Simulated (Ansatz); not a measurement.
# A computed series for hypothetical Pm-3n ZnO: pressure series

Take ZnO (space group Pm-3n, No. 223; a = 5.577 Å; a hypothetical phase, not in the database extracts checked) as the base.

Cell and atoms are relaxed at each pressure.

Method: PBEsol (Ansatz, a first-principles code), scalar-relativistic without spin-orbit coupling.

Two rows of this table had their results exchanged by mistake.

```
pressure          volume per atom (Å³)  shortest distance (Å)  band gap
----------------  --------------------  ---------------------  --------
pressure −2 GPa                  14.72                  1.984   1.01 eV
pressure −1 GPa                  14.58                  1.978   1.01 eV
pressure 0.3 GPa                 14.42                  1.970   1.02 eV
pressure 0.7 GPa                 14.37                  1.968   1.02 eV
pressure 1.5 GPa                 14.27                  1.964   1.03 eV
pressure 3 GPa                   14.11                  1.956   1.03 eV
pressure 5 GPa                   13.43                  1.924   1.05 eV
pressure 7.5 GPa                 13.66                  1.935   1.04 eV
pressure 10 GPa                  13.90                  1.946   1.04 eV
```

Which two?

The rows for pressure 5 GPa and pressure 10 GPa: the volume has to fall steadily with pressure, so 13.90 Å³ belongs to pressure 5 GPa and 13.43 Å³ to pressure 10 GPa.

Load acts through the strain it causes; cell and atoms are relaxed under it. Stability against distortions was not tested. Competing high-pressure phases were not computed.
